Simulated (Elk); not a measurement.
Band structure of ZrN (P6_3/mmc, 4 atoms in the cell).

```
CELL_PARAMETERS angstrom
      3.21663     0.00000     0.00000
     -1.60831     2.78568     0.00000
      0.00000     0.00000     5.70940
ATOMIC_POSITIONS crystal
  Zr 0.00000 0.00000 0.00000
  Zr 0.00000 0.00000 0.50000
  N  0.66667 0.33333 0.75000
  N  0.33333 0.66667 0.25000
```

Method of the run: LDA (PW92), all-electron FP-LAPW, Elk's shipped species files, APW+lo basis with extra local orbitals (Elk 10.2.4).

Settings: rgkmax = 8; swidth = 0.00367493 Ha; ngridk = 10 10 5; gmaxvr = 16 1/bohr; nxlo = 2; lorbcnd = true; rmtscf = 0.94; lmaxi = 2; maxscl = 100.

The starting cell comes from a database of computed structures (which also holds hypothetical and non-ambient phases and stackings), without a prior relaxation at this level. Values depend on the basis (sphere radii, cutoffs, local orbitals), which need not be converged.

Levels in eV from the Fermi level, bands 14 to 21:
```json
[
 {"point": "Γ", "14": "-2.65", "15": "-2.45", "16": "-1.99", "17": "-1.99", "18": "0.52", "19": "0.52", "20": "0.60", "21": "0.60"},
 {"point": "M", "14": "-3.93", "15": "-3.27", "16": "-2.51", "17": "-2.45", "18": "0.26", "19": "3.14", "20": "3.70", "21": "3.73"},
 {"point": "K", "14": "-4.52", "15": "-4.52", "16": "-2.62", "17": "0.85", "18": "1.37", "19": "1.37", "20": "1.87", "21": "1.87"},
 {"point": "A", "14": "-3.68", "15": "-3.68", "16": "-3.68", "17": "0.71", "18": "0.71", "19": "1.39", "20": "1.39", "21": "1.39"},
 {"point": "L", "14": "-4.32", "15": "-3.85", "16": "-3.85", "17": "-0.53", "18": "-0.53", "19": "3.71", "20": "3.71", "21": "4.08"},
 {"point": "H", "14": "-4.56", "15": "-3.95", "16": "-3.95", "17": "0.70", "18": "0.70", "19": "2.55", "20": "2.55", "21": "2.94"}
]
```

Bands cross the Fermi level along this path, so the cell is metallic at this level.
